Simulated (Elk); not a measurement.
A self-consistent single point of DyCdNi4 (F-43m, 6 atoms in the cell) with Elk.

Computed with PBEsol, all-electron FP-LAPW, Elk's shipped species files, default APW+lo basis in Elk.

```
DyCdNi4
1.0
    0.00000     3.47884     3.47884
    3.47884     0.00000     3.47884
    3.47884     3.47884     0.00000
Dy Cd Ni
1 1 4
Direct
  0.50000   0.50000   0.50000
  0.25000   0.25000   0.25000
  0.87617   0.87617   0.37149
  0.87617   0.37149   0.87617
  0.87617   0.87617   0.87617
  0.37149   0.87617   0.87617
```
Moments meant for the start (each program seeds them in its own way; μB, in the order of the atoms Dy Cd Ni Ni Ni Ni): 5.0 0.0 2.0 2.0 2.0 2.0.

Reference input (self-consistent single point, DFT, PBEsol, all-electron FP-LAPW, Elk's shipped species files, default APW+lo basis): xctype = 22; spinpol = true; stype = 0; swidth = 0.00367493 Ha; ngridk = 6 6 6; reducebf = 0.8; nempty = 12 per atom; maxscl = 100. This run's input differs from it in these lines:

```diff
@@ -48,3 +48,3 @@
 ngridk
-  6 6 6
+  1 1 1
```

Log, with long lists cut:

```
│ Self-consistent loop started │
│ Loop number : 1 │
 total energy                :     -23506.7958375
 total moment                :    3.998554255
│ Loop number : 2 │
 total energy                :     -23607.6051343
 total moment                :    3.998774481
RMS change in Kohn-Sham potential (target) :    2.977089058     (  0.1000000000E-05)
Absolute change in total energy (target)   :    100.8092968     (  0.1000000000E-03)
│ Loop number : 3 │
 total energy                :     -23504.0816473
 total moment                :    3.998689439
RMS change in Kohn-Sham potential (target) :    3.547440436     (  0.1000000000E-05)
   [... lines left out ...]
│ Loop number : 98 │
 total energy                :     -23835.2327665
 total moment                :    2.434671899
RMS change in Kohn-Sham potential (target) :   0.4758553151E-02 (  0.1000000000E-05)
Absolute change in total energy (target)   :    2.349037180     (  0.1000000000E-03)
│ Loop number : 99 │
 total energy                :     -23831.6483613
 total moment                :    2.728114840
RMS change in Kohn-Sham potential (target) :   0.3012364332E-01 (  0.1000000000E-05)
Absolute change in total energy (target)   :    2.997145932     (  0.1000000000E-03)
│ Loop number : 100 │
Reached self-consistent loops maximum

Energies :
 Fermi                       :     0.302361735831
 xc effective B-field        :    -0.462745041859
 external B-field            :      0.00000000000
 total energy                :     -23829.1397761
 (external B-field energy excluded from total)

Density of states at Fermi energy :    392.9642835
 (states/Hartree/unit cell)

   [... lines left out ...]
Estimated indirect band gap :   0.3371246531E-02
Estimated direct band gap   :   0.3371246531E-02
   [... lines left out ...]
   atom    3                 :    27.05034204     (  0.5501829417E-03)
   atom    4                 :    27.05034204     (  0.5501829417E-03)
 total in muffin-tins        :    219.4936899
 total calculated charge     :    225.9803808
 total charge                :    226.0000000
 error                       :   0.1961915357E-01

Moments :
 interstitial                :   0.4979348794
 muffin-tins
  species :    1 (Dy)
   atom    1                 :    5.323079643
  species :    2 (Cd)
   atom    1                 :   0.7669077728E-01
  species :    3 (Ni)
   atom    1                 :  -0.6649355355
   atom    2                 :  -0.6649355355
   atom    3                 :  -0.6649355355
   atom    4                 :  -0.6649355355
 total in muffin-tins        :    2.740028279
 total moment                :    3.237963158

│ Self-consistent loop stopped │
```

The run ended unconverged after 100 iterations. 

The starting cell comes from a database of computed structures (which also holds hypothetical and non-ambient phases and stackings), without a prior relaxation at this level. Spin-orbit coupling is off. Values depend on the basis (sphere radii, cutoffs, local orbitals), which need not be converged.

Cost on one core of a shared machine: roughly 40 s.
